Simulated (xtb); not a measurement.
xtb 6.7.1, GFN2-xTB: Cc1cc(S(=O)(=O)c2ccc3c(c2)sc2cc(C=O)ccc23)sc1C, 39 atoms. The geometry is a generated start, not checked to be a minimum at this level.

```json
{
  "method": "GFN2-xTB",
  "--acc": "1 (default)",
  "--etemp (K)": "300 (default)",
  "detailed input (--input)": "none: ANC optimiser, Lindh (1995) Hessian, microcycle=20, maxdispl=1.0, hlow=0.01 (default)",
  "basis_functions": "132",
  "valence_electrons": "126"
}
```

The structure is relaxed from this start with --opt LEVEL for the levels crude, sloppy, loose, lax, normal, tight, vtight, extreme, once each. Up to the end of the extreme run atoms move by at most 1.0 Å along an axis.

Which level is enough to come within 1 meV of the tightest end point?

vtight: 74 cycles against 94, ending 0.12 meV above.

```json
[
 {"level": "crude", "cycles": "4", "energy above the extreme run (meV)": "31", "gradient norm (eV/Å)": "0.44"},
 {"level": "sloppy", "cycles": "6", "energy above the extreme run (meV)": "23", "gradient norm (eV/Å)": "0.21"},
 {"level": "loose", "cycles": "7", "energy above the extreme run (meV)": "22", "gradient norm (eV/Å)": "0.17"},
 {"level": "lax", "cycles": "9", "energy above the extreme run (meV)": "21", "gradient norm (eV/Å)": "0.100"},
 {"level": "normal", "cycles": "43", "energy above the extreme run (meV)": "2.1", "gradient norm (eV/Å)": "0.042"},
 {"level": "tight", "cycles": "45", "energy above the extreme run (meV)": "2.1", "gradient norm (eV/Å)": "0.015"},
 {"level": "vtight", "cycles": "74", "energy above the extreme run (meV)": "0.12", "gradient norm (eV/Å)": "0.0089"},
 {"level": "extreme", "cycles": "94", "energy above the extreme run (meV)": "—", "gradient norm (eV/Å)": "0.0015"}
]
```
